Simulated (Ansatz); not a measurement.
Base system: Ti in the hcp (Mg type) structure (space group P6_3/mmc, No. 194; a = 2.902 Å, c = 4.593 Å; relaxed with 0.1 eV smearing). Axes: x lies along a and z along c of the hexagonal cell.

Structures relaxed with Ansatz (a program for electronic structure), PBEsol, PAW, cutoff 420 eV, without spin-orbit coupling.

Base:

Simulated powder pattern, Cu Kα1, λ = 1.54056 Å (kinematic, ideal powder, no thermal factors, no anomalous dispersion; the 10 strongest lines at most, above 2 %, up to 2θ = 90°):

```
2θ (°)  I/Imax (%)    hkl
------  ----------  -----
35.70           25  (100)
39.20           25  (002)
40.90          100  (101)
54.05           14  (102)
64.14           15  (110)
72.19           15  (103)
75.62          2.2  (200)
77.81           16  (112)
78.93           12  (201)
88.67          2.9  (202)
```

The change: biaxial strain −1.50 %, plane normal [001], relaxed out of plane (Cartesian); in-plane vectors clamped, the third vector and the atoms free.

Predict the new powder pattern.


Simulated powder pattern, Cu Kα1, λ = 1.54056 Å (kinematic, ideal powder, no thermal factors, no anomalous dispersion; the 10 strongest lines at most, above 2 %, up to 2θ = 90°):

| 2θ (°) | d (Å) | I/Imax (%) | hkl |
|---|---|---|---|
| 36.26 | 2.475 | 25 | (100) |
| 38.67 | 2.326 | 27 | (002) |
| 41.28 | 2.185 | 100 | (101) |
| 54.05 | 1.695 | 14 | (102) |
| 65.23 | 1.429 | 15 | (110) |
| 71.76 | 1.314 | 16 | (103) |
| 78.48 | 1.218 | 16 | (112) |
| 80.19 | 1.196 | 12 | (201) |
| 82.94 | 1.163 | 2.3 | (004) |
| 89.66 | 1.093 | 2.9 | (202) |

The indices refer to the base's conventional cell; one index is shown for lines that coincide.

Whether these cells are dynamically stable was not tested. All final runs are without spin polarisation.
